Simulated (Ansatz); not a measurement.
Consider ZrO2 (space group Pca2_1, No. 29; a = 5.257 Å, b = 5.050 Å, c = 5.070 Å).

Computed with PBEsol, PAW, 420 eV (Ansatz, a first-principles code; no spin-orbit coupling).

For the base:

```
Item                                   Value
---------------------  ---------------------
Valence-band top at Γ  0.00, -0.11, -0.25 eV
Volume per atom                     11.22 Å³
```

Now apply this change: cell and atoms relaxed at a pressure of 1.5 GPa.

Task: What does the calculation give for the valence-band top at Γ and volume per atom after the change?

Result: The valence-band top at Γ (three highest levels, from the VBM) becomes 0.00, -0.11, -0.24 eV (base: 0.00, -0.11, -0.25 eV); the volume per atom falls by 0.08 Å³, from 11.22 Å³ to 11.14 Å³.

The levels and masses belong to the bands next to the band gap. Load acts through the strain it causes; cell and atoms are relaxed under it. No phonon test of stability was made. This is not the structure that ZrO2 has at room temperature and ambient pressure.
